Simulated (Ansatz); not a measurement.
HfSi2: Si interstitial (started 1.85 Å from the nearest host atom), symmetric start

Start from a 12-atom supercell of HfSi2 (space group Cmcm, No. 63; a = 3.650 Å, b = 14.350 Å, c = 3.635 Å) at its relaxed geometry.

Perturbation: one Si atom is added in an open site, starting 1.85 Å from the nearest host atom, atoms relaxed at fixed cell.

The values are results of Ansatz (a first-principles code) PBEsol, without spin-orbit coupling, not measurements. Γ-centred 5×7×7 mesh, Fermi–Dirac width 0.05 eV.

```yaml
pressure: 13.8 GPa (base 0.0 GPa)
largest_displacement_of_a_host_atom_from_its_site_in_the_perfect_cell: 2.06 Å
final_site_of_the_added_atom: 3 Si at 2.27–2.34 Å and 4 Hf at 2.66–2.84 Å
```

Final structure:

```xyz
13
Lattice="1.8251 -7.1748 0.0000 3.6503 0.0000 -3.6352 3.6503 0.0000 3.6352" Properties=species:S:1:pos:R:3 pbc="T T T"
Si     5.6854    -6.5017    -0.9088
Si     5.6099    -6.1116     2.7264
Si     3.7671    -0.6307     0.9819
Si     3.7671    -0.6307    -2.7995
Si     1.9784    -4.3182     2.7264
Si     3.6204    -3.2310    -0.9088
Si     5.6120    -3.2086    -2.8953
Si     5.6120    -3.2086     1.0777
Hf     5.5816    -1.3478    -0.9088
Hf     1.9665    -1.1235    -0.9088
Hf     3.7993    -5.3691     0.9052
Hf     7.4495    -5.3691     0.9124
Si     3.9550    -3.1943     2.7264
```

Cost of the whole job for the changed cell (relaxation, final SCF and bands): roughly 30 core-minutes.

The cell is small, so the values are those of an ordered compound at a high defect concentration; dilute-limit values will differ. The defect started on the symmetric site and kept its symmetry, so it may sit on a saddle. All final runs are without spin polarisation. The defect cell is not spin-polarised.
